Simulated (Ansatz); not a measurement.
We consider C11b MoSi₂, described by LDA (plane waves, PAW; Ansatz, a first-principles code).

Numerical settings: plane-wave cutoff 500 eV, 18×18×18 k mesh, Fermi–Dirac smearing 0.05 eV, no spin polarisation, scalar-relativistic PAW data made under PBE.

Computed at the level's own relaxed cell.

Q: Give the computed volume per atom, lattice constant a and c axis length.

A: 
* **volume per atom**: 13.06 Å³/atom
* **lattice constant a**: 3.174 Å
* **c axis length**: 7.777 Å

Measured, for comparison: lattice constant a 3.205 Å, lattice parameter c 7.845 Å (temperature not stated, no zero-point or thermal correction; as tabulated in Pavlosiuk et al. (2022), arXiv:2202.05362). Computed (rounded) less measured: lattice constant a -1.0 %, lattice parameter c -0.9 %. A static lattice is as a rule a little smaller and stiffer than an uncorrected measurement, which narrows the difference in the lattice constant a, lattice parameter c and would widen misses of the other sign.

The computed numbers hold no vibrational or temperature effects.

The result took about 60 core-seconds (a rough figure).
